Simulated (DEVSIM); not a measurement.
Device: abrupt Ge p-n junction, at 350 K.

```
layer (left to right)  material  thickness (μm)  Nd (cm⁻³)  Na (cm⁻³)   τn (s)   τp (s)
---------------------  --------  --------------  ---------  ---------  -------  -------
1                            Ge            15.0          -     2.4e18  0.00017  0.00017
2                            Ge            56.0       5e16          -  0.00017  0.00017
```

Left contact: ohmic. Right contact: ohmic. Voltage is applied to the left contact. Recombination: SRH at mid-gap, radiative. Mobility is μmin + (μ − μmin)/(1 + (N/Nref)^α).

Constants are typed, rounded textbook-type inputs, not results; the design itself was drawn at random and stands for no fabricated device. Values at 300 K; Nc and Nv go as T^1.5, mobilities as T to minus their exponent, the gap by Varshni's rule with the affinity fixed.

```tsv
parameter	Ge
gap (eV)	0.664
affinity (eV)	4
permittivity	16
Nc (cm⁻³)	1.04e19
Nv (cm⁻³)	6e18
μn (cm²/Vs)	3900
μp (cm²/Vs)	1900
μn,min	150
μp,min	100
Nref,n	2.6e17
Nref,p	4e17
αn	0.56
αp	0.6
T exponent of μn	1.66
T exponent of μp	2.33
B (cm³/s)	6.4e-14
Varshni α (eV/K)	0.000477
Varshni β (K)	235
```

Model (solved in DEVSIM): 1D drift-diffusion, Boltzmann statistics, complete ionisation; no tunnelling, impact ionisation, image-force lowering or self-heating.

The temperature was swept, all else fixed.

```
temperature (K)  potential step across the device at zero bias (V)  dark forward voltage at 100 A/cm² (V)
---------------  -------------------------------------------------  -------------------------------------
300                                                          0.502                                    [?]
350                                                          0.442                                  0.366
400                                                          0.379                                  0.299
450                                                          0.314                                  0.232
500                                                          0.252                                  0.165
```

Task: Complete the blanks.

Result: 
- 300, dark forward voltage at 100 A/cm² (V): 0.431
